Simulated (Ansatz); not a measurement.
# A constructed model of the (0001) surface of hcp Co, ferromagnetic, (√3x√3)R30° layer of Bi, one a cell, in the other hollow (bottom of the slab: a bare face, its two planes held)

The numbers are results of PBE (plane waves to 420 eV, PAW; Ansatz, a quantum-chemistry and plane-wave program), not measurements.

Slab: 19 atoms, 12.6 Å thick at the start; k 10x10x1, smearing 0.1 eV, dipole-corrected; 6 atoms held, the rest relaxed; held to the start's symmetry, so lower structures may exist; spin-polarised, ending with about 28.8 μB a cell; orders that need a larger cell were not tried, no spin-orbit, no U. In PBE it is, or lies within 0.01 eV a 1x1 cell of, the lowest of the 2 structures of its composition computed so far; larger cells were not tried.

| Property | Result |
|---|---|
| work function of the top face | 4.00 eV |
| energy released by relaxation | 0.25 eV |
| magnetic moment of the cell | 28.84 μB |
| cost | about 40 core-minutes (a rough figure) |
